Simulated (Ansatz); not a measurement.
All values below come from PBE (plane waves to 420 eV, PAW; Ansatz, an electronic-structure program).

Plane-averaged electrostatic potential energy along the normal, in eV from the highest filled level, for a constructed model of the (111)B surface of 3C silicon carbide, C-terminated, (√3x√3)R30° Al adatom at T4 (bottom of the slab: 3 H on 3 bottom sites):

| z (Å) | V (eV) |
|---|---|
| 3.72 | 5.68 |
| 4.01 | 5.68 |
| 4.30 | 5.68 |
| 4.58 | 5.68 |
| 4.87 | 5.68 |
| 5.16 | 5.68 |
| 5.44 | 5.68 |
| 5.73 | 5.68 |
| 6.02 | 5.67 |
| 6.30 | 5.66 |
| 6.59 | 5.62 |
| 6.88 | 5.53 |
| 7.16 | 5.32 |
| 7.45 | 4.82 |
| 7.73 | 3.25 |
| 8.02 | 1.71 |
| 8.31 | 2.29 |
| 8.59 | 0.78 |
| 8.88 | -3.93 |
| 9.17 | -9.73 |
| 9.45 | -13.31 |
| 9.74 | -15.17 |
| 10.03 | -13.91 |
| 10.31 | -8.29 |
| 10.60 | -1.93 |
| 10.89 | 0.98 |
| 11.17 | -0.41 |
| 11.46 | -5.33 |
| 11.74 | -10.73 |
| 12.03 | -13.82 |
| 12.32 | -15.31 |
| 12.60 | -13.20 |
| 12.89 | -7.09 |
| 13.18 | -1.00 |
| 13.46 | 1.02 |
| 13.75 | -0.96 |
| 14.04 | -6.31 |
| 14.32 | -11.54 |
| 14.61 | -14.53 |
| 14.90 | -15.28 |
| 15.18 | -12.00 |
| 15.47 | -5.82 |
| 15.76 | -0.57 |
| 16.04 | 0.69 |
| 16.33 | -1.75 |
| 16.61 | -6.07 |
| 16.90 | -10.36 |
| 17.19 | -13.06 |
| 17.47 | -14.62 |
| 17.76 | -12.56 |
| 18.05 | -6.30 |
| 18.33 | -0.96 |
| 18.62 | 1.07 |
| 18.91 | 1.64 |
| 19.19 | 1.62 |
| 19.48 | 1.61 |
| 19.77 | 2.24 |
| 20.05 | 3.05 |
| 20.34 | 3.48 |
| 20.62 | 3.70 |
| 20.91 | 3.82 |
| 21.20 | 3.88 |
| 21.48 | 3.90 |
| 21.77 | 3.92 |
| 22.06 | 3.93 |
| 22.34 | 3.93 |
| 22.63 | 3.93 |
| 22.92 | 3.93 |
| 23.20 | 3.93 |
| 23.49 | 3.93 |

Model: 28-atom slab, 11.5 Å thick at the start with caps and adatoms (thin: gaps and levels are the slab's own), 6x6x1 mesh, Fermi-Dirac 0.025 eV, dipole correction, 6 atoms held, the rest relaxed; symmetry of the start imposed; no spin, no spin-orbit, no U. It is one candidate, not shown to be the stable structure of the face.

Question: The surface cell has an area of 24.92 Å². What dipole along the normal does the step between the two vacuum levels imply?

Answer: the top vacuum level lies 1.75 eV below the bottom one; p = −ε₀ A ΔV (ε₀ = 0.005526 e/(V·Å)) gives 0.24 e·Å a cell.
